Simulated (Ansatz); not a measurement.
Base system: HfB2 (space group P6/mmm, No. 191; relaxed with 0.1 eV smearing).

```yaml
crystal:
  lattice:
    - [3.12780, 0.00000, 0.00000]
    - [-1.56390, 2.70875, 0.00000]
    - [0.00000, 0.00000, 3.44608]
  atoms:
    - { symbol: Hf, position: [0.00000, 0.00000, 0.00000] }
    - { symbol: B, position: [0.66667, 0.33333, 0.50000] }
    - { symbol: B, position: [0.33333, 0.66667, 0.50000] }
```

Cartesian axes are those of the cell as printed.

Calculations: PBEsol (Ansatz, a first-principles code), without spin-orbit coupling.

Modification: the cell is compressed by 1.00 % along x with no lateral relaxation; the atoms relax in the strained cell.

Predict the stress tensor and what it implies for the stiffness.

Stress of the strained cell less that of the base (GPa, compression positive):
```
    6.4     0.0     0.0
    0.0     0.7     0.0
    0.0     0.0     1.3
```

Then −Δσ_ii/ε with ε = -0.0100 gives relaxed-ion elastic constants: C11 ≈ 643 GPa, C12 ≈ 67 GPa and C13 ≈ 133 GPa.

No phonon test of stability was made. All final runs are without spin polarisation.
